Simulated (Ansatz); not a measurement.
The reference is WC (space group P-6m2, No. 187; a = 2.913 Å, c = 2.835 Å; relaxed with 0.1 eV smearing).

Method: r2SCAN (Ansatz, an electronic-structure program), spin-orbit coupling left out.

For the base:

```
Item       Result
--------  -------
Pressure  0.0 GPa
Band gap     zero
```

One thing is altered: an isotropic linear strain of −3.00 %, atoms relaxed at fixed cell.

Question: What happens to the pressure, energy relative to the base and band gap?

Answer: The pressure (mean of the normal stresses, compression positive) goes from zero to 44.7 GPa; the energy rises by 117 meV/atom; the band gap remains zero.

Stability against distortions was not tested. All final runs are without spin polarisation.
